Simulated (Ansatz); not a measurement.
Relaxation of the outer planes of the (100) surface of rock-salt TiN in its 1x1 cell (cut with top plane N + Ti, bottom plane N + Ti), outermost plane spacing 2.12 Å in the ideal cut.

Computed with PBE (plane waves to 420 eV, PAW; Ansatz, a quantum-chemistry and plane-wave program).

Model: 16-atom slab, N8Ti8, 14.9 Å thick at the start, 12x12x1 mesh, Fermi-Dirac 0.1 eV, dipole correction, all atoms relaxed; start symmetry kept, larger cells not searched; no spin, no spin-orbit, no U.

```
plane   atoms  bulk spacing to the next (Å)  relaxed spacing (Å)  change (%)        rumpling (Å)
-----  ------  ----------------------------  -------------------  ----------  ------------------
1      Ti + N                         2.123                2.093        -1.4  0.18 (N outermost)
2      Ti + N                         2.123                2.121        -0.1  0.02 (N outermost)
```
